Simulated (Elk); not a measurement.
Band structure of Yb (Fm-3m, 1 atom in the cell).

```yaml
crystal:
  lattice:
    - [0.00000, 2.69452, 2.69452]
    - [2.69452, 0.00000, 2.69452]
    - [2.69452, 2.69452, 0.00000]
  atoms:
    - { symbol: Yb, position: [0.00000, 0.00000, 0.00000] }
```

Level of theory: PBE, all-electron FP-LAPW, Elk's shipped species files, APW+lo basis with extra local orbitals (Elk).

Settings: xctype = 20; rgkmax = 7.5; stype = 3; swidth = 0.00367493 Ha; ngridk = 9 9 9; gmaxvr = 14 1/bohr; nxlo = 2; lorbcnd = true; lmaxi = 3.

The starting cell has typed, rounded lattice constants, without a prior relaxation at this level. Its lattice was rescaled by a random factor within 2.5 % of one. Spin-orbit coupling is off. Spin polarisation is off. Values depend on the basis (sphere radii, cutoffs, local orbitals), which need not be converged.

Levels in eV from the Fermi level, bands 9 to 15:
| point | 9 | 10 | 11 | 12 | 13 | 14 | 15 |
|---|---|---|---|---|---|---|---|
| Γ | -0.52 | -0.43 | -0.43 | -0.43 | 2.73 | 2.73 | 2.73 |
| X | -0.52 | -0.48 | -0.47 | -0.47 | 0.17 | 1.42 | 6.11 |
| W | -0.50 | -0.50 | -0.47 | 0.00 | 0.70 | 0.70 | 2.49 |
| K | -0.51 | -0.47 | -0.46 | -0.20 | 0.08 | 1.05 | 4.23 |
| L | -0.53 | -0.45 | -0.45 | -0.43 | 0.18 | 2.52 | 2.52 |
| U | -0.51 | -0.47 | -0.46 | -0.20 | 0.08 | 1.05 | 4.23 |

Bands cross the Fermi level along this path, so the cell is metallic at this level.
